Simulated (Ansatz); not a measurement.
The structure below was relaxed with Ansatz (an electronic-structure program), PBEsol, PAW, cutoff 420 eV, no spin-orbit coupling.

```
CELL_PARAMETERS angstrom
      4.83458     0.00000     0.00000
      0.00000     4.83458     0.00000
      0.00000     0.00000     4.83458
ATOMIC_POSITIONS crystal
  Te 0.00000 0.00000 0.00000
  C  0.50000 0.00000 0.50000
  C  0.00000 0.50000 0.50000
  C  0.50000 0.50000 0.00000
  Ta 0.50000 0.50000 0.50000
  Ta 0.00000 0.50000 0.00000
  Ta 0.50000 0.00000 0.00000
  Ta 0.00000 0.00000 0.50000
```

Question: Find the space group and the Wyckoff positions.

Answer: Space group Pm-3m (No. 221); a = b = c = 4.835 Å, α = β = γ = 90.00°

```csv
atom,site,symmetry,x,y,z
Te,1a,m-3m,0.0000,0.0000,0.0000
C,3c,4/mm.m,0.0000,0.5000,0.5000
Ta,1b,m-3m,0.5000,0.5000,0.5000
Ta,3d,4/mm.m,0.0000,0.0000,0.5000
```

Question: Describe the coordination.

Answer: The crystal has 8 atoms in its conventional cell. Cell: a = b = c = 4.8346 Å, α = β = γ = 90.00°. Te is coordinated by 6 Ta at 2.417 Å (octahedral). C sees 6 Ta at 2.417 Å (octahedral). Ta1 is coordinated by 6 C at 2.417 Å (octahedral). Ta2 is coordinated by 4 C at 2.417 Å and 2 Te at 2.417 Å (octahedral). (Neighbours: up to the widest gap in distance over summed covalent radii, below 1.35, at either atom; cation-cation and far metal-metal contacts left out.)

These are small ordered cells, not random alloys; other orderings at the same x differ. No phonon test of stability was made. The final runs are not spin-polarised. The cell was made from TaC by this change: x(Te) = 0.25, 8 atoms, Pm-3m.
